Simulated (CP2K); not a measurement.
Band structure of ZnSe (F-43m, 2 atoms in the cell).

```xyz
2
Lattice="3.9885 0.0000 0.0000 1.9942 3.4541 0.0000 1.9942 1.1514 3.2566" Properties=species:S:1:pos:R:3 pbc="T T T"
Zn     0.0000     0.0000     0.0000
Se     5.9827     3.4541     2.4424
```

Method: PBE, GPW, DZVP-MOLOPT-SR-GTH basis, GTH-PBE potentials (GTH_POTENTIALS) run with CP2K.

Settings: CUTOFF = 600 Ry; REL_CUTOFF = 40 Ry; SMEAR/METHOD = FERMI_DIRAC; ELECTRONIC_TEMPERATURE = 232.09 K; KPOINTS/SCHEME = MACDONALD 10 10 10 0.05 0.05 0.05; XC_FUNCTIONAL = PBE; Zn/BASIS_SET = DZVP-MOLOPT-SR-GTH-q12; Zn/POTENTIAL = GTH-PBE-q12; Se/BASIS_SET = DZVP-MOLOPT-SR-GTH-q6; Se/POTENTIAL = GTH-PBE-q6; METHOD = GPW; EPS_DEFAULT = 1e-10; EXTRAPOLATION = USE_GUESS; NGRIDS = 5.

The starting cell comes from a database of computed structures (which also holds hypothetical and non-ambient phases and stackings), without a prior relaxation at this level. Its lattice was rescaled by a random factor within 2.5 % of one. Values carry the incompleteness of an atom-centred basis.

Task: Predict the gap along the standard path and the places of the band edges.

Result: The gap along the path is 1.36 eV, direct at Γ to within 0.01 eV.

Levels in eV from the top of the valence band on the SCF mesh, bands 6 to 10:
```csv
point,6,7,8,9,10
Γ,-6.26,0.00,0.00,0.00,1.36
X,-6.07,-4.83,-2.25,-2.25,3.00
W,-5.95,-4.77,-2.83,-2.74,5.55
K,-5.98,-4.80,-3.17,-1.84,3.67
L,-6.09,-5.33,-0.89,-0.89,2.63
U,-5.98,-4.80,-3.17,-1.84,3.67
```

Higher empty bands are left out: an atom-centred basis made for the valence describes them poorly.
